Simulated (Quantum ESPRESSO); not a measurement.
Quantum ESPRESSO run on Mo (Im-3m, 1 atom in the cell): self-consistent single point.

Level of theory: PBE, PSlibrary ultrasoft (PBE) pseudopotentials (plane waves; Quantum ESPRESSO 7.5).

```
CELL_PARAMETERS angstrom
     -1.60757     1.60757     1.60757
      1.60757    -1.60757     1.60757
      1.60757     1.60757    -1.60757
ATOMIC_POSITIONS crystal
  Mo 0.00000 0.00000 0.00000
```

Reference input (self-consistent single point, DFT, PBE, plane waves, PSlibrary ultrasoft (PBE) pseudopotentials): ecutwfc = 55 Ry; ecutrho = 330 Ry; occupations = smearing; smearing = marzari-vanderbilt; degauss = 0.0147 Ry; potentials = {Mo: Mo.pbe-spn-rrkjus_psl.1.0.0.UPF}; K_POINTS = automatic 19 19 19 0 0 0; conv_thr = 1e-09 Ry. This run's input differs from it in these lines:

```diff
@@ -30,3 +30,3 @@
 K_POINTS automatic
-19 19 19  0 0 0
+12 12 12  0 0 0
```

Log, with long lists cut:

```
     Self-consistent Calculation

     iteration #  1     ecut=    55.00 Ry     beta= 0.70

     Threshold (ethr) on eigenvalues was too large:
     Diagonalizing with lowered threshold

     total energy              =    -139.50149700 Ry
     estimated scf accuracy    <       0.04039862 Ry

     iteration #  2     ecut=    55.00 Ry     beta= 0.70

     total energy              =    -139.51148119 Ry
     estimated scf accuracy    <       0.00481797 Ry

     iteration #  3     ecut=    55.00 Ry     beta= 0.70

     total energy              =    -139.51243002 Ry
     estimated scf accuracy    <       0.00011169 Ry

   [... 3 blocks of this kind left out ...]

     iteration #  7     ecut=    55.00 Ry     beta= 0.70

     total energy              =    -139.51243953 Ry
     estimated scf accuracy    <       0.00000002 Ry

     iteration #  8     ecut=    55.00 Ry     beta= 0.70
     End of self-consistent calculation

     the Fermi energy is    19.8297 ev

!    total energy              =    -139.51243953 Ry
     estimated scf accuracy    <          2.8E-10 Ry
     smearing contrib. (-TS)   =       0.00024209 Ry
     internal energy E=F+TS    =    -139.51268161 Ry

     convergence has been achieved in   8 iterations

     Forces acting on atoms (cartesian axes, Ry/au):

     atom    1 type  1   force =     0.00000000    0.00000000    0.00000000

     Total force =     0.000000     Total SCF correction =     0.000000

          total   stress  (Ry/bohr**3)                   (kbar)     P=     -131.25
  -0.00089225  -0.00000000  -0.00000000         -131.25       -0.00       -0.00
  -0.00000000  -0.00089225  -0.00000000           -0.00     -131.25       -0.00
  -0.00000000  -0.00000000  -0.00089225           -0.00       -0.00     -131.25

   JOB DONE.
```

The run converged in 8 iterations. Against the reference run the free energy goes down by 12.9 meV/atom and the pressure goes from -12.93 to -13.13 GPa.

The starting cell comes from a database of computed structures (which also holds hypothetical and non-ambient phases and stackings), without a prior relaxation at this level. Its lattice was rescaled by a random factor within 2.5 % of one. Spin polarisation is off. With a pressure of about -13 GPa the cell is away from its equilibrium volume at this level.
